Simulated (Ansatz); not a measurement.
## Computed paths: Ga vacancy in beta Ga2O3, charge state -3

Consider Ga vacancy in beta Ga2O3, charge state -3. The numbers are results of PBE, PAW (plane waves to 420 eV; Ansatz, a quantum-chemistry and plane-wave program), not measurements.

120-site cell at the relaxed PBE lattice, the Γ point alone, smearing 0.01 eV, spin-restricted, no finite-size correction. Energies are static. The charge state is imposed; whether it is stable for some Fermi level was not computed. Forms of the defect that were not tried may lie lower.

Barriers: single points on a 2×2×2 k-point mesh shifted by half a step at the bands' geometries.

```
Route                                       Start site over the lowest site run (eV)  Hop (Å)  Forward barrier (eV)  Backward barrier (eV)                                             Neighbours at the start                      Neighbours at the saddle  Saddle order  Forward, on the band's own sampling (eV)
------------------------------------------  ----------------------------------------  -------  --------------------  ---------------------  ------------------------------------------------------------------  --------------------------------------------  ------------  ----------------------------------------
a nearby Ga atom hops onto the vacant site                                      0.00     2.91                  1.44                   1.44  O at 1.88, O at 1.98, O at 2.00, O at 2.01, O at 2.10, O at 2.19 Å  O at 1.77, O at 1.80, O at 1.91, O at 2.25 Å   not checked                                      1.45
```

Paths come from nudged elastic bands with a climbing image.   A further band (a nearby Ga atom hops onto the vacant site, 3.09 Å) gave 0.40 eV forward on its own sampling, 0.78 eV above the lowest site run, but a shoulder points to a second hump between its images, so it is not taken as a result. A further band (a nearby Ga atom hops onto the vacant site, 3.14 Å) gave 0.61 eV forward on its own sampling, 1.00 eV above the lowest site run, but a shoulder points to a second hump between its images, so it is not taken as a result.

The whole set of runs took about 6 core-hours (a rough figure).
